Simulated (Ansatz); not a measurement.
Worked example: relaxation of cell and atoms of TiO₂ (I4_1/amd, 6 atoms in the cell) in Ansatz (a quantum-chemistry and plane-wave program).

Level of theory: PBE (plane waves, PAW; Ansatz).

```yaml
crystal:
  lattice:
    - [-1.90943, 1.90943, 4.85366]
    - [1.90943, -1.90943, 4.85366]
    - [1.90943, 1.90943, -4.85366]
  atoms:
    - { symbol: Ti, position: [0.00000, 0.00000, 0.00000] }
    - { symbol: Ti, position: [0.75000, 0.25000, 0.50000] }
    - { symbol: O, position: [0.95715, 0.45715, 0.50000] }
    - { symbol: O, position: [0.20715, 0.20715, 0.00000] }
    - { symbol: O, position: [0.79285, 0.79285, 0.00000] }
    - { symbol: O, position: [0.54285, 0.04285, 0.50000] }
```

Reference input (self-consistent single point, DFT, PBE, plane waves, default PAW files): kpoints.mp_grid.grid = 8 8 8; hamiltonian.xc = pbe; hamiltonian.pseudopotentials = {kind: paw} (the program's default PAW files); scf.occupations.method = fermi_dirac; scf.occupations.width = 0.0037 Ry. This run's input differs from it in these lines:

```diff
@@ -19,2 +19,4 @@
   occupations: { method: fermi_dirac, width: 0.0037 Ry }
+relax:
+  cell: {}
 output:
```

Log, with long lists cut:

```
   [... SCF lines of the steps left out ...]
relax step   1: F+E_penalty+E_count = -7277.49242779 eV  Δ(F+E_penalty+E_count) = +0.000e0 eV  max|allowed force component| = 1.039e-1 eV/Å  Δτ_max = 0.0000 Å  P = -2.538 GPa  Ω = 70.784 Å³  (7 SCF iters, dr2 threshold 1.00e-7 eV, accepted)
relax step   2: F+E_penalty+E_count = -7277.50145120 eV  Δ(F+E_penalty+E_count) = -9.023e-3 eV  max|allowed force component| = 3.611e-2 eV/Å  Δτ_max = 0.0028 Å  P = -0.735 GPa  Ω = 70.212 Å³  energy of the carried Pulay correction = +2.381e-3 eV  (6 [...]
   [... lines left out ...]
relax step   7: F+E_penalty+E_count = -7277.50014612 eV  Δ(F+E_penalty+E_count) = -1.016e-4 eV  max|allowed force component| = 1.030e-4 eV/Å  Δτ_max = 0.0002 Å  P = -0.000 GPa  Ω = 69.996 Å³  energy of the carried Pulay correction = +9.451e-5 eV  (5 [...]
relax step   8: F+E_penalty+E_count = -7277.50002206 eV  Δ(F+E_penalty+E_count) = +1.241e-4 eV  max|allowed force component| = 1.004e-4 eV/Å  Δτ_max = 0.0000 Å  P = -0.002 GPa  Ω = 69.996 Å³  stress off target by 2.03e-3 GPa  SCF on the basis [...]
basis re-selected at this cell: Δ(F+E_penalty+E_count) = +1.241e-4 eV, ΔP = -0.001 GPa vs the last step
the relaxation is at rest under the 16 symmetry operations that the run kept from its start: a minimum is not shown …
Free energy (F): -7277.500022 eV
Internal energy: -7277.500022 eV  (E = F + TS)
E sigma→0 (E₀):  -7277.500022 eV
Fermi energy:    8.078059 eV
--- Forces (eV/Å), atoms counted from 1 ---
  atom   1  Ti    -0.00000000     0.00000000    -0.00000000
  atom   2  Ti     0.00000000    -0.00000000     0.00000000
   [... lines left out ...]
  cell:  # Å, volume = 69.9958 Å³
   [... lines left out ...]
    - { symbol: Ti, position: [0.7500000000000001, 0.24999999999999997, 0.5000000000000001] }
    - { symbol: O, position: [0.9564553668132674, 0.4564553668132675, 0.5] }
    - { symbol: O, position: [0.20645536681326782, 0.20645536681326782, -5.754351375395267e-35] }
    - { symbol: O, position: [0.7935446331867324, 0.7935446331867324, 7.025345356528372e-35] }
    - { symbol: O, position: [0.5435446331867323, 0.04354463318673228, 0.5] }
```

The run converged. 

Summary of the result:
```
Property                                                                                                               Result
------------------------------------------------  ---------------------------------------------------------------------------
Free energy E − TS (on the zero of these files)                                                                 -7277.5000 eV
Top of the valence band (on the code's own zero)                                                                      6.94 eV
Gap on the k-point mesh                                                                                               2.16 eV
Pressure                                                                                                             0.00 GPa
Final cell                                        a = 5.544 Å, b = 5.544 Å, c = 5.544 Å, α = 139.93°, β = 139.93°, γ = 57.96°
Final volume per atom                                                                                                11.67 Å³
Relaxation steps                                                                                                            8
```

The starting cell comes from a database of computed structures (which also holds hypothetical and non-ambient phases and stackings), without a prior relaxation at this level. Its lattice was rescaled by a random factor within 2.5 % of one. The relaxation keeps the symmetry of its start, so its end need not be a minimum. Ansatz's pressure includes its estimate of the finite-basis (Pulay) stress. Without the estimate this run gives -0.67 GPa.

Cost on one core of a shared machine: roughly 40 s.

Keys are those of Ansatz 0.2.
